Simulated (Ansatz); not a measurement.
Consider CdO in the rock salt structure (space group Fm-3m, No. 225; a = 4.768 Å). Axes: x, y, z lie along the cube axes.

Level of theory: PBE (Ansatz, a first-principles code; PAW; 420 eV plane waves; without spin-orbit coupling), earlier PAW set.

Perturbation: an isotropic linear strain of −2.66 %; the atoms relax in the strained cell.

Question: Predict the stress tensor and what it implies for the stiffness.

Answer: Stress of the strained cell less that of the base (GPa, compression positive):
```
   12.3     0.0     0.0
    0.0    12.3     0.0
    0.0     0.0    12.3
```

Then B = −ΔP/(ΔV/V₀) with ΔV/V₀ = -0.0777 gives secant stiffness values (nonlinear terms included at this strain): B ≈ 159 GPa.

As a check, the harmonic strain energy −½ V₀ Δσ:ε is 42 meV/atom; the computed energy rise is 38 meV/atom.

A case with no gap was solved on a k-mesh chosen for an insulator, which is coarse for it. Whether these cells are dynamically stable was not tested. The final runs are not spin-polarised.
